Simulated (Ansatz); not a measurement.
# A computed series for hypothetical CdI2 type HfO2: pressure series

Consider HfO₂ in the CdI2 type structure (space group P-3m1, No. 164; a hypothetical phase, not in the database extracts checked; layered, stacked along the Cartesian z axis).

```
CELL_PARAMETERS angstrom
      3.20846     0.00000     0.00000
     -1.60423     2.77861     0.00000
      0.00000     0.00000     4.51490
ATOMIC_POSITIONS crystal
  Hf 0.00000 0.00000 0.00000
  O  0.33333 0.66667 0.21390
  O  0.66667 0.33333 0.78610
```

Cell and atoms are relaxed at each pressure.

Calculations: PBEsol-D3(BJ) (Ansatz, an electronic-structure program; PAW; 420 eV plane waves; no SOC).

```json
[
 {"pressure (GPa)": "0", "volume per atom (Å³/atom)": "13.417"},
 {"pressure (GPa)": "1.8", "volume per atom (Å³/atom)": "12.873"},
 {"pressure (GPa)": "4.2", "volume per atom (Å³/atom)": "12.413"},
 {"pressure (GPa)": "9", "volume per atom (Å³/atom)": "?"},
 {"pressure (GPa)": "18", "volume per atom (Å³/atom)": "11.095"},
 {"pressure (GPa)": "30", "volume per atom (Å³/atom)": "10.457"}
]
```

Problem. Fit the third-order Birch–Murnaghan form P(V) = (3B₀/2)[(V₀/V)^(7/3) − (V₀/V)^(5/3)]·[1 + (3/4)(B₀′ − 4)((V₀/V)^(2/3) − 1)] (squares taken in P) to the rows shown and predict the withheld row.

Solution. Least squares on the printed values gives V₀ = 13.381 Å³/atom, B₀ = 39.5 GPa, B₀′ = 10.6; this predicts 11.816 Å³/atom, and the run gives 11.810 Å³/atom, 0.006 lower.

Load acts through the strain it causes; cell and atoms are relaxed under it. Whether these cells are dynamically stable was not tested. No other phases were tried under pressure.
